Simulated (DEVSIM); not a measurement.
Structure: Schottky contact on n-type GaN, at 300 K.

Layer 1 from the left is GaN, thickness (μm) 10.0, Nd (cm⁻³) 1.2e17, τn (s) 2e-9, τp (s) 2e-9. Layer 2 from the left is GaN, thickness (μm) 9.40, Nd (cm⁻³) 1.1e18, τn (s) 2e-9, τp (s) 2e-9.

Left contact: Schottky, work function 5.48 eV, emission velocity 9.3e6 cm/s. Right contact: ohmic. Voltage is applied to the left contact. Recombination: SRH at mid-gap, radiative. Mobility is μmin + (μ − μmin)/(1 + (N/Nref)^α).

The device is made up for the run: typed textbook-type constants, with dimensions and the other settings drawn at random. Values at 300 K.

GaN: gap (eV) 3.43, affinity (eV) 4.1, permittivity 9.5, Nc (cm⁻³) 2.3e18, Nv (cm⁻³) 4.6e19, μn (cm²/Vs) 1200, μp (cm²/Vs) 100, μn,min 55, μp,min 3, Nref,n 2e17, Nref,p 3e17, αn 1, αp 2, B (cm³/s) 1e-11.

Model (solved in DEVSIM): 1D drift-diffusion, Boltzmann statistics, complete ionisation; no tunnelling, impact ionisation, image-force lowering or self-heating. Metal contacts follow the ideal Schottky-Mott rule: no Fermi-level pinning, no interface dipoles.

Dark forward current:

```csv
|V| (V),|J| (A/cm²)
0.25,3.372e-13
0.30,2.330e-12
0.35,1.609e-11
0.40,1.111e-10
0.45,7.674e-10
0.50,5.299e-9
0.55,3.658e-8
0.60,2.524e-7
0.65,1.741e-6
0.70,1.201e-5
0.75,8.280e-5
0.80,0.0005705
0.85,0.003928
0.90,0.02702
0.95,0.1855
1.00,1.267
1.05,8.445
1.10,49.76
1.15,199.9
1.20,491.1
1.25,875.1
1.30,1310
1.35,1773
1.40,2255
```

Task: Work out the local ideality factor n = ΔV / (kT/q · ln(J2/J1)) between the rows 0.25 and 0.30 V, 1.35 and 1.40 V.

Result: kT/q = 25.85 mV. From 0.25 to 0.30 V: ln(2.330e-12/3.372e-13) = 1.933, n = 1.00, near the 1 of diffusion or emission over a barrier. From 1.35 to 1.40 V: ln(2255/1773) = 0.240, n = 8.04; the layers' resistance at their doping, Σ W/(qμN) = 9.1e-5 Ω cm², would take 44 mV of this step of 50 mV.

Task: Estimate the current at 0.65 V for emission alone, J0 = q v N_band exp(−φB/kT), and read the barrier back from the simulated current.

Result: φB = 1.380 eV, N_band = 2.30e18 cm⁻³, J0 = 2.24e-17 A/cm²; J = J0 (exp(qV/kT) − 1) = 1.86e-6 A/cm². The simulation gives 1.74e-6 A/cm²; the estimate lies 7.1 % above. Read backwards, the simulated current gives an apparent barrier of 1.382 eV. The estimate leaves out transport through the depletion region and minority injection.
